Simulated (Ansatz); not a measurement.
The parent structure is Ir in the fcc (Cu type) structure (space group Fm-3m, No. 225; a = 3.845 Å; relaxed with 0.1 eV smearing). Axes: x, y, z lie along the cube axes.

All numbers come from r2SCAN in Ansatz (plane waves to 500 eV, PAW, without spin-orbit coupling).

Now apply this change: tensile biaxial strain of 2.50 % in the plane normal to [111], as in epitaxy on a mismatched substrate; the out-of-plane cell vector and the atoms relax.

### Question
What happens to the out-of-plane strain, energy relative to the base and in-plane stress?

### Answer
The out-of-plane strain is -1.26 %; the energy goes up by 42 meV/atom; the mean in-plane stress (compression positive) is -17.8 GPa.

Whether these cells are dynamically stable was not tested. The final runs are not spin-polarised.

Ansatz is a program for electronic structure.
